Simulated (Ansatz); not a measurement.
Rock-salt TaC: PBE at its full settings (plane-wave cutoff 520 eV, 22×22×22 k mesh, Fermi–Dirac smearing 0.05 eV, scalar-relativistic PAW data made under PBE) and at cheaper ones, in a cell of 2 atoms with Γ-centred meshes.

| level and setting | lattice constant a (Å) | bulk modulus (GPa) |
|---|---|---|
| PBE (Ansatz) | 4.475 | 324 |
| PBE (300 eV cutoff) (Ansatz) | 4.478 | 319 |
| PBE (2×2×2 k mesh) (Ansatz) | 4.520 | 318 |
| PBE (4×4×4 k mesh) (Ansatz) | 4.481 | 322 |
| PBE (6×6×6 k mesh) (Ansatz) | 4.475 | 323 |
| PBE (Fermi-Dirac smearing of 0.3 eV) (Ansatz) | 4.479 | 320 |

Largest shifts from the full settings: lattice constant a +1.01 % (PBE (2×2×2 k mesh)), against a difference of +0.43 % of the full result from the reference 4.456 Å (measured, 300 K, no zero-point or thermal correction; as tabulated in Wikipedia's data pages); bulk modulus -1.9 % (PBE (2×2×2 k mesh)), against a difference of +6.2 % of the full result from the reference 305 ± 5 GPa (measured, room temperature, no zero-point or thermal correction, sources range from 305 to 345; as tabulated in Speziale et al., equation of state of TaC (DESY record 425561)).

Ansatz's density-functional and Hartree–Fock values are scalar-relativistic unless marked +SOC, with PAW data made under PBE.

Run with cheap settings on purpose, which may leave them unconverged: PBE (2×2×2 k mesh), PBE (300 eV cutoff), PBE (4×4×4 k mesh), PBE (6×6×6 k mesh), PBE (Fermi-Dirac smearing of 0.3 eV).

Ansatz is an electronic-structure program.
